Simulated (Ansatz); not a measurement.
The cell is built on a prototype and need not be the phase stable at ambient conditions.

By PBEsol, the system below comes out a metal.

Without scattering a metal conducts by its projected Fermi surface.

```
CELL_PARAMETERS angstrom
      3.94448     0.00000     0.00000
      0.00000     7.89339     0.00000
      1.97224     3.94669     1.97224
ATOMIC_POSITIONS crystal
  Ir 0.00000 0.50000 0.00000
  Ir 0.50000 0.75000 0.00000
  Ir 0.50000 0.25000 0.00000
  Hf 0.00000 0.00000 0.00000
```

Space group of this cell: I4/mmm. The cell was relaxed by PBE-D3(BJ); by PBEsol its mean pressure is -2.5 GPa.

The current flows along the normal of the first two printed cell vectors. No spin-orbit coupling; the value is a mean over 0.1 eV about the Fermi level.

**Question.** State the ballistic conductance per area according to Ansatz (an electronic-structure program) with PBEsol.

**Answer.** 0.81 × 10¹⁵ S/m² for both spins.
